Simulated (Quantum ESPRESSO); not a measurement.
Quantum ESPRESSO is run on HfOs (Pm-3m, 2 atoms in the cell), and the run fails. The aim is a self-consistent single point with DFT, LDA (PZ), plane waves, GBRV 1.5 ultrasoft (LDA) pseudopotentials.

Cell that was meant: a = 3.2390 Å, b = 3.2390 Å, c = 3.2390 Å, α = 90.00°, β = 90.00°, γ = 90.00°.

Part of the input:

```fortran
Os    1.6195000000    1.6195000000    1.6195000000
Hf    0.0000000000    0.0000000000    0.0000000000
K_POINTS automatic
8 8 8
CELL_PARAMETERS alat
   1.0000000000     0.0000000000     0.0000000000
   0.0000000000     1.0000000000     0.0000000000
```

The program printed (abridged):

```
     This program is part of the open-source Quantum ESPRESSO suite
     for quantum simulation of materials; please cite

 %%%%%%%%%%%%%%%%%%%%%%%%%%%%%%%%%%%%%%%%%%%%%%%%%%%%%%%%%%%%%%%%%%%%%%%%%%%%%%
     Error in routine card_kpoints (1):
      end of file while reading automatic k points
 %%%%%%%%%%%%%%%%%%%%%%%%%%%%%%%%%%%%%%%%%%%%%%%%%%%%%%%%%%%%%%%%%%%%%%%%%%%%%%

     stopping ...
```

### Question
Read the log: what does the program object to, and what is the fix?

### Answer
The fault is an automatic mesh without its three shifts. The card takes six integers. To fix it, add the shifts. The program stopped before any SCF iteration.

An input that runs soundly differs in these lines (not the only fix; some lines may just follow from the change or write a value another way):
```diff
-8 8 8
+8 8 8  0 0 0
```

With that input, the run converged in 13 iterations: free energy E − TS -4863.4607 eV; Fermi level (on the code's own zero) 20.42 eV; pressure -9.23 GPa (DFT, LDA (PZ), plane waves, GBRV 1.5 ultrasoft (LDA) pseudopotentials).

On the sound input: the starting cell comes from a database of published, mostly measured structures (it also holds non-ambient and calculated ones), without a prior relaxation at this level. Spin polarisation is off. With a pressure of about -9 GPa the cell is away from its equilibrium volume at this level.
